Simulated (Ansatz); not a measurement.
## A 2x2 cell of the 1x1 (111) surface of fcc Ir, relaxed from a rattled start

Calculation: PBE (plane waves to 420 eV, PAW; Ansatz, a quantum-chemistry and plane-wave program).

Set-up: 16 atoms, 6.6 Å thick at the start (thin: gaps and levels are the slab's own); mesh 6x6x1; 0.1 eV smearing; dipole correction on; 8 atoms held, the rest relaxed; no spin, no spin-orbit, no U.

The work function of the top face comes out as 5.49 eV, the energy released by relaxation is 0.68 eV and the energy gained against the symmetric clean supercell is 0.000 eV. The cost is roughly 15 core-minutes.
